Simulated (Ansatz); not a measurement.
Hypothetical CdI2 type SiO2, pressure series

Start from SiO2 in the CdI2 type structure (space group P-3m1, No. 164; a = 2.670 Å, c = 4.509 Å; a hypothetical phase, not in the database extracts checked; layered, stacked along the Cartesian z axis).

Cell and atoms are relaxed at each pressure.

Calculations: PBEsol-D3(BJ)/PAW in Ansatz (a quantum-chemistry and plane-wave program), no spin-orbit coupling, earlier PAW set.

```csv
case,band gap,density
base,6.28 eV,3.58 g/cm³
pressure −2 GPa,6.34 eV,3.28 g/cm³
pressure −1 GPa,6.29 eV,3.48 g/cm³
pressure 3 GPa,6.30 eV,3.77 g/cm³
pressure 7 GPa,6.35 eV,3.93 g/cm³
pressure 15 GPa,6.50 eV,4.15 g/cm³
pressure 30 GPa,6.79 eV,4.45 g/cm³
pressure 50 GPa,7.16 eV,4.74 g/cm³
pressure 75 GPa,7.07 eV,5.03 g/cm³
pressure 100 GPa,6.93 eV,5.28 g/cm³
```

From pressure 100 GPa on, the axis ratios lie over 15 % from the base's, so the cell there is far from its starting form. Load acts through the strain it causes; cell and atoms are relaxed under it. Stability against distortions was not tested. Competing high-pressure phases were not computed.
